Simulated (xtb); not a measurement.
xtb 6.7.1, GFN2-xTB: B(H)(Me)2 (CBC), 10 atoms. The geometry is a generated start, not checked to be a minimum at this level.

```yaml
run_flags: --grad
method: GFN2-xTB
"--acc": 1 (default)
"--etemp (K)": 300 (default)
basis_functions: 19
valence_electrons: 18
```

```xyz
10

B     -0.4148    -0.4390     0.1825
H     -1.2081    -1.2585     0.4612
C      1.0782    -0.5666     0.6533
H      1.2757    -1.3930     1.3313
H      1.4172     0.3506     1.1338
H      1.7237    -0.6946    -0.2157
C     -0.8643     0.7785    -0.7040
H     -1.7623     1.2524    -0.3100
H     -1.1385     0.4213    -1.6982
H     -0.1068     1.5487    -0.8341
```

One run each on 1 thread. Values of broydamp tried: 0.02, 0.05, 0.1, 0.2, 0.4 (default), 0.6, 0.8, 1.

Question: How does the count of SCC iterations change with broydamp, and where is it least?

Answer: Fewest SCC iterations, within one of each other: 0.4 (default) with 10, 0.6 with 11. The count rises to 20 at 0.02. All converge to one solution.

```tsv
broydamp	SCC iterations	end
0.02	20	same solution
0.05	17	same solution
0.1	14	same solution
0.2	13	same solution
0.4 (default)	10	same solution
0.6	11	same solution
0.8	12	same solution
1	13	same solution
```
